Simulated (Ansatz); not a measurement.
Cs2NaScCl6, element substitutions

Base system: Cs₂NaScCl₆ (space group Fm-3m, No. 225; a = 10.418 Å; a cell from a computed database, its experimental status unchecked).

Each row replaces one element on all its sites; cell and atoms are relaxed.

Level of theory: Ansatz (a program for electronic structure) PBEsol, no spin-orbit coupling.

```
variant  band gap  lattice parameter a
-------  --------  -------------------
base      3.97 eV             10.418 Å
Sc → Ca      zero             10.692 Å
Cs → La      zero              9.771 Å
Cl → I    2.22 eV             11.845 Å
```

Spin-orbit coupling, missing from the scalar runs, can matter with I. Stability against distortions was not tested. As relaxed here, NaLa2ScCl6 is a hypothetical phase, not in the database extracts checked. For Cs2NaCaCl6 and Cs2NaScI6 in this form, whether it has been made was not checked. All final runs are without spin polarisation. An odd electron count without spin: Cs2NaCaCl6. NaLa2ScCl6 has a high density of states at the Fermi level and may be magnetic at this level.
